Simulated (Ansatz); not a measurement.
# SnSe2 in the rutile structure (space group P4_2/mnm, No. 136; a hypothetical phase, not in the database extracts checked)

```
CELL_PARAMETERS angstrom
      6.48169     0.00000     0.00000
      0.00000     6.48169     0.00000
      0.00000     0.00000     3.97260
ATOMIC_POSITIONS crystal
  Sn 0.00000 0.00000 0.00000
  Sn 0.50000 0.50000 0.50000
  Se 0.30688 0.30688 0.00000
  Se 0.80688 0.19312 0.50000
  Se 0.19312 0.80688 0.50000
  Se 0.69312 0.69312 0.00000
```

Level of theory: r2SCAN/PAW in Ansatz (a program for electronic structure), no SOC. Settings: 7×7×12 k-points, 0.05 eV Fermi–Dirac smearing.

| Property | Result |
|---|---|
| Volume per atom | 27.82 Å³ |
| Density | 5.50 g/cm³ |
| Band gap | zero |
| Total energy | -5665.181 eV/atom (σ→0; compares only within this code and set-up) |

No phonon test of stability was made. The final runs are not spin-polarised. The zero or small gap of SnSe2 can change with the level of theory.
